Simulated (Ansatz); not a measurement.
The structure below was relaxed with Kohn–Sham DFT with the PBEsol functional, run in Ansatz (a program for electronic structure) with PAW and 420 eV plane waves, no SOC.

Space group Fm-3m (No. 225); a = b = c = 4.8997 Å, α = β = γ = 90.00°

```json
[
 {"atom": "H", "site": "4a", "symmetry": "m-3m", "x": "0.0000", "y": "0.0000", "z": "0.0000"},
 {"atom": "Sn", "site": "4b", "symmetry": "m-3m", "x": "0.5000", "y": "0.5000", "z": "0.5000"}
]
```

**Question.** Write out a cell with all atoms.

**Answer.** 
```cif
data_H4Sn4
_chemical_formula_sum 'H4 Sn4'
_space_group_name_H-M_alt 'P 1'
_space_group_IT_number 1
_cell_length_a 4.89965
_cell_length_b 4.89965
_cell_length_c 4.89965
_cell_angle_alpha 90.000
_cell_angle_beta 90.000
_cell_angle_gamma 90.000
loop_
_space_group_symop_operation_xyz
  'x, y, z'
loop_
_atom_site_label
_atom_site_type_symbol
_atom_site_fract_x
_atom_site_fract_y
_atom_site_fract_z
_atom_site_occupancy
H1 H 0.00000 0.00000 0.00000 1
Sn1 Sn 0.50000 0.00000 0.00000 1
H2 H 0.00000 0.50000 0.50000 1
Sn2 Sn 0.50000 0.50000 0.50000 1
H3 H 0.50000 0.00000 0.50000 1
Sn3 Sn 0.00000 0.00000 0.50000 1
H4 H 0.50000 0.50000 0.00000 1
Sn4 Sn 0.00000 0.50000 0.00000 1
```
This is the conventional cell.

Whether these cells are dynamically stable was not tested. The final runs are not spin-polarised. An odd electron count without spin: SnH. The cell was made from SnC by this change: C → H; the result is a hypothetical phase, not in the database extracts checked.
